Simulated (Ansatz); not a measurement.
Consider the following.

End structure of a constructed model of the (111)A surface of zinc-blende GaP, Ga-terminated, 2x2 In adatom at H3 (bottom of the slab: 3 H on 4 bottom sites):

```
CELL_PARAMETERS angstrom
      7.78845     0.00000     0.00000
     -3.89423     6.74500     0.00000
      0.00000     0.00000    29.50000
ATOMIC_POSITIONS crystal
  P  0.00192 0.99830 0.32740
  P  0.49645 0.99822 0.32744
  P  0.00192 0.50362 0.32740
  P  0.49998 0.49999 0.31293
  Ga 0.34505 0.18996 0.34957
  Ga 0.83337 0.16669 0.35024
  Ga 0.34505 0.65509 0.34957
  Ga 0.81018 0.65509 0.34937
  P  0.33333 0.16667 0.43050
  P  0.83333 0.16667 0.43050
  P  0.33333 0.66667 0.43050
  P  0.83333 0.66667 0.43050
  Ga 0.16667 0.33333 0.45744
  Ga 0.66667 0.33333 0.45744
  Ga 0.16667 0.83333 0.45744
  Ga 0.66667 0.83333 0.45744
  P  0.16638 0.33319 0.53782
  P  0.66535 0.33008 0.53847
  P  0.16997 0.83499 0.53849
  P  0.66535 0.83527 0.53847
  Ga 0.00015 0.00024 0.56405
  Ga 0.50027 0.00013 0.56910
  Ga 0.00015 0.49991 0.56405
  Ga 0.49989 0.49994 0.56386
  P  0.00435 0.00840 0.64496
  P  0.50009 0.00005 0.65229
  P  0.00435 0.49595 0.64496
  P  0.49147 0.49574 0.64481
  Ga 0.33365 0.16673 0.68007
  Ga 0.83328 0.16664 0.67998
  Ga 0.33365 0.66692 0.68007
  Ga 0.83318 0.66659 0.65332
  H  0.99768 0.00169 0.27913
  H  0.50434 0.00217 0.27917
  H  0.99768 0.49599 0.27913
  In 0.16674 0.33337 0.73597
```

Model: 36-atom slab, 13.3 Å thick at the start with caps and adatoms (thin: gaps and levels are the slab's own), 3x3x1 mesh, Fermi-Dirac 0.025 eV, dipole correction, 8 atoms held, the rest relaxed; held to the start's symmetry, so lower structures may exist; no spin, no spin-orbit, no U. In PBE it is, or lies within 0.01 eV a 1x1 cell of, the lowest of the 2 structures of its composition computed so far; subsurface sites and larger cells were not tried.

Task: Estimate the highest filled level below the top vacuum level that Ansatz (an electronic-structure program) with PBE returns for this input.

Result: 4.11 eV

Task: What is the computed gap of the slab on its k-mesh (PBE)?

Result: 0.43 eV
